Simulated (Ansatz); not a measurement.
**A constructed model of the (0001) surface of hcp Ru, (√3x√3)R30° layer of N, one a cell, on the site that continues the host's stacking (bottom of the slab: a bare face, its two planes held)**

Computed with PBE (plane waves to 420 eV, PAW; Ansatz, an electronic-structure program).

Model: 19-atom slab, 12.4 Å thick at the start with caps and adatoms (thin: gaps and levels are the slab's own), 9x9x1 mesh, Fermi-Dirac 0.1 eV, dipole correction, 6 atoms held, the rest relaxed; held to the start's symmetry, so lower structures may exist; no spin, no spin-orbit, no U. It is one candidate, not shown to be the stable structure of the face.

```json
{
  "work_function_of_the_top_face": "5.43 eV",
  "energy_released_by_relaxation": "2.00 eV",
  "cost": "around 8 core-minutes (rough)"
}
```
